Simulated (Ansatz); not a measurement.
# A computed series for NiO: pressure series

Take NiO in the rock salt structure (space group Fm-3m, No. 225; ferromagnetic) as the base.

```yaml
crystal:
  lattice:
    - [0.00000, 2.09432, 2.09432]
    - [2.09432, 0.00000, 2.09432]
    - [2.09432, 2.09432, 0.00000]
  atoms:
    - { symbol: O, position: [0.00000, 0.00000, 0.00000] }
    - { symbol: Ni, position: [0.50000, 0.50000, 0.50000] }
```

Cell and atoms are relaxed at each pressure.

The values are results of DFT with r2SCAN, PAW potentials and a 500 eV plane-wave cutoff in Ansatz (a quantum-chemistry and plane-wave program), scalar-relativistic without spin-orbit coupling, not measurements.

| variant | band gap | lattice parameter a | width of the top valence band |
|---|---|---|---|
| base | 0.82 eV | 418.9 pm | 2.79 eV |
| pressure −2 GPa | 0.86 eV | 420.2 pm | 2.73 eV |
| pressure −1 GPa | 0.84 eV | 419.5 pm | 2.76 eV |
| pressure 0.9 GPa | 0.81 eV | 418.3 pm | 2.81 eV |
| pressure 2.1 GPa | 0.79 eV | 417.5 pm | 2.85 eV |
| pressure 4.5 GPa | 0.75 eV | 416.1 pm | 2.91 eV |
| pressure 9 GPa | 0.69 eV | 413.5 pm | 3.03 eV |
| pressure 15 GPa | 0.60 eV | 410.4 pm | 3.17 eV |
| pressure 22.5 GPa | … | … | … |
| pressure 30 GPa | 0.39 eV | 403.9 pm | 3.50 eV |

**Question.** What belongs in the blanks?

**Answer.** 
- pressure 22.5 GPa, band gap: 0.49 eV
- pressure 22.5 GPa, lattice parameter a: 407.0 pm
- pressure 22.5 GPa, width of the top valence band: 3.34 eV

Load acts through the strain it causes; cell and atoms are relaxed under it. Whether these cells are dynamically stable was not tested. No other phases were tried under pressure. No Hubbard U is applied and the magnetic state is the run's own (NiO ferromagnetic); other magnetic orders, which need larger cells, were not tried and can change the gap. Where the two band edges lie in opposite spin channels, the gap is a spin-flip gap. In its common phase, real NiO is an antiferromagnetic insulator at low temperature.
